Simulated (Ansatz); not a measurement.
Step by step: formation energy of CdF2 (fluorite, Fm-3m) from the elements

Subject: the formation energy of CdF2 (fluorite, Fm-3m) from the elements. Reaction: Cd (hcp) + F2 (gas) → CdF2 (fluorite). A negative value means that the right-hand side lies lower. The value is per atom of the solid.

CdF2 (fluorite, Fm-3m), 3 atoms in the cell. Conventional cell: a = b = c = 5.4812 Å, α = β = γ = 90.00°.

Setting: static, neutral cells in Ansatz (PAW) whose structures rest at the PBE level. Ansatz (a first-principles code) runs with its default PAW set. Other levels take these structures. The lattices are those relaxed with PBE, so at other levels the solids can be strained, which adds to the spread.

Total energies of the cells in eV, at zero smearing width. They compare only within one column; the weights balance every element.

| cell | atoms | weight | PBE+D3(BJ) | PBEsol |
|---|---|---|---|---|
| CdF2 (fluorite) | 3 | +2 | -9872.64606 | -9785.82750 |
| Cd (hcp) | 2 | −1 | -16509.74302 | -16368.07126 |
| F2 (gas) | 2 | −2 | -1611.19155 | -1595.28167 |

PBE+D3(BJ): 2 × (-9872.64606) − (-16509.74302) − 2 × (-1611.19155) = -13.166 eV; dividing by 6 atoms gives -2.19 eV/atom.

PBEsol: 2 × (-9785.82750) − (-16368.07126) − 2 × (-1595.28167) = -13.020 eV; dividing by 6 atoms gives -2.17 eV/atom.

What follows from the PBE+D3(BJ) value: A formula unit of CdF2 has 3 atoms, so it forms with -2.1943 × 3 = -6.583 eV, or -635.2 kJ/mol at 96.485 kJ/mol per eV.
